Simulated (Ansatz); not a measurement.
Consider Ir in the fcc (Cu type) structure (space group Fm-3m, No. 225; relaxed with 0.1 eV smearing).

```yaml
crystal:
  lattice:
    - [0.00000, 1.93579, 1.93579]
    - [1.93579, 0.00000, 1.93579]
    - [1.93579, 1.93579, 0.00000]
  atoms:
    - { symbol: Ir, position: [0.00000, 0.00000, 0.00000] }
```

Calculations: PBE (Ansatz, a program for electronic structure, PAW, no spin-orbit coupling).

Strains are applied to the cell and any free atomic positions relax.

One change was made to it. Results:

The energy goes up by 15 meV/atom; the pressure goes from zero to 11.3 GPa.

Task: Which of these changes matches the shifts?
A. isotropic strain −2.00 %
B. isotropic strain +0.50 %
C. isotropic strain −1.00 %

Result: C, isotropic strain −1.00 %. For comparison, the energy relative to the base in the other runs: isotropic strain −2.00 % gives +61 meV/atom; isotropic strain +0.50 % gives +3.5 meV/atom.

Whether these cells are dynamically stable was not tested. All final runs are without spin polarisation.
